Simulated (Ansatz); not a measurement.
The starting structures come from a database of crystals and need not be the phases stable at ambient conditions.

 Where the default PAW files enter, the runs use the earlier of Ansatz's two default sets.

The decay constant κ of evanescent states in the gap governs leakage through a thin film.

Given:

```
CdMgTe2
1.0
    4.61119     0.00000     0.00000
   -2.30559     7.62372     0.00000
    2.30559     0.69727     4.05003
Mg Cd Te
1 1 2
Cartesian
  0.00000   4.17868   2.02169
  2.30560   7.61248   0.00205
  2.30559   4.81613   0.51280
  4.61119   1.41736   2.52604
```

Space group of this cell: Cm. The cell is strained (lengths along the current scaled by 1.03, ions clamped); by PBEsol its mean pressure is -1.8 GPa.

Transport runs along the normal of the first two printed cell vectors.

No gap correction and no spin-orbit coupling; mid-gap values are interpolated between computed energies.

Task: Give the band gap and the smallest decay constant κ at mid-gap that Ansatz (an electronic-structure program) with PBEsol yields.

Result: Gap 1.07 eV on a 8×8×8 mesh; κ = 0.082 1/Å, at the zone centre.
